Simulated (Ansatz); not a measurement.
BN under load (space group F-43m), r2SCAN, rigid bands (Ansatz, a first-principles code). Condition of this run: hydrostatic pressure of 54 GPa (compression positive) (the target of the relaxation). Band gap 5.15 eV, N_c = 2.02e19 cm⁻³ and N_v = 8.09e19 cm⁻³ at 300 K, conductivity masses of 0.370 mₑ (electrons) and 0.664 mₑ (holes). Take k_BT = 0.02585 eV.

### Question
What thermal injection velocity √(2k_BT/πm) limits a ballistic channel?

### Answer
8.84e6 cm/s for electrons and 6.60e6 cm/s for holes, a ratio of √(m_h/m_e) = 1.34, for dilute carriers.

### Question
Find the intrinsic carrier density and the intrinsic Fermi level.

### Answer
n_i = √(N_c N_v) exp(−E_g/2k_BT) = 4.04e19 × exp(−99.61) = 2.2e-24 cm⁻³. The level lies (k_BT/2) ln(N_v/N_c) = 18 meV from mid-gap (positive towards the conduction band). Each 0.1 eV added to the gap lowers n_i by a factor of 6.9.

### Question
A film of it is 3 nm thick. Estimate the confinement energies in an infinite well.

### Answer
ħ²π²/(2m t²) = 0.376 eV·nm²/(m/mₑ × t²) gives 113 meV for electrons and 62.9 meV for holes, so the gap would widen to about 5.33 eV. Finite barriers and nonparabolic bands lower this, and with several valleys or bands the heaviest mass along the normal sets the lowest level, not this average.

Rigid bands with the computed gap; masses take one relaxation time for all states. Spin-orbit coupling is left out. Geometry: cell and atoms relaxed with PBEsol.
